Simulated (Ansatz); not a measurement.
Base system: WSi2 (space group I4/mmm, No. 139; relaxed with 0.1 eV smearing).

```
CELL_PARAMETERS angstrom
     -1.61445     1.61445     3.93487
      1.61445    -1.61445     3.93487
      1.61445     1.61445    -3.93487
ATOMIC_POSITIONS crystal
  Si 0.66548 0.66548 0.00000
  Si 0.33452 0.33452 0.00000
  W  0.00000 0.00000 0.00000
```

Calculations: PBE (Ansatz, an electronic-structure program; PAW; 420 eV plane waves; no spin-orbit coupling).

Base values:

The pressure is 0.0 GPa. The band gap is zero.

The change: an isotropic linear strain of +2.00 %; the atoms relax in the strained cell.

Q: Estimate the effect on the pressure.

A: The pressure (mean of the normal stresses, compression positive) goes from zero to -11.3 GPa.

Q: What happens to the energy relative to the base?

A: The energy rises by 31 meV/atom.

Q: Predict the new band gap.

A: The band gap stays zero.

Stability against distortions was not tested. The final runs are not spin-polarised.
